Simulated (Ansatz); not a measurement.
Consider BAs (space group P4_2/mnm, No. 136; a = 5.837 Å, c = 3.362 Å; a hypothetical phase, not in the database extracts checked).

All numbers come from Kohn–Sham DFT with the PBEsol functional, run in Ansatz (a quantum-chemistry and plane-wave program) with PAW and 420 eV plane waves, no spin-orbit coupling.

Carriers are added at fixed cell with a uniform background; the Fermi–Dirac width is that of 300 K.

One change was made to it. Results:

```tsv
quantity	base	after
gap between the host's bands	0.61 eV	0.55 eV
Fermi level relative to the doped band's edge (positive inside the band; to 0.05 eV)	–	+0.85 eV
gap character	indirect, Γ → k = (0, 0, 0.286) in the run's primitive reciprocal basis	indirect, Γ → k = (0, 0, 0.286) in the run's primitive reciprocal basis
```

Question: What was done to the base?
(A) holes 2.0×10^21 cm⁻³
(B) electrons 3.0×10^21 cm⁻³
(C) holes 5.0×10^21 cm⁻³

Answer: B, electrons 3.0×10^21 cm⁻³. For comparison, the gap between the host's bands in the other runs: holes 5.0×10^21 cm⁻³ gives 0.73 eV; holes 2.0×10^21 cm⁻³ gives 0.67 eV.

Carriers are added with a uniform compensating background; total energy and stress of such cells depend on the potential's zero and are not compared; many-body gap narrowing is missing at this level. No phonon test of stability was made.
